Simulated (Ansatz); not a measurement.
## Sn, response to strain

The reference is Sn in the diamond structure (space group Fd-3m, No. 227; a = 6.5402 Å; relaxed with 0.1 eV smearing). Axes: x, y, z lie along the cube axes.

Strains are applied to the cell and any free atomic positions relax; under biaxial strain the out-of-plane vector relaxes too.

Calculations: PBEsol (Ansatz, an electronic-structure program; PAW; 420 eV plane waves; without spin-orbit coupling).

Notes on the quantities. energy relative to the base: free energy F.

```csv
"biaxial strain, plane normal [111], relaxed out of plane (%)",energy relative to the base (meV/atom)
-2.5,12.6
-2.08,8.7
-1.67,5.5
-1.25,?
-0.83,1.4
-0.42,0.3
0,0.0
```

Task: Fit ΔE = Aε² + Bε³ (ε in %) to the rows shown and predict the withheld row.

Result: Least squares on the printed values gives A = 1.93 and B = -0.035 meV/atom (largest residual 0.1 meV/atom); this predicts 3.1 meV/atom, and the run gives 3.1 meV/atom, in agreement.

No phonon test of stability was made.
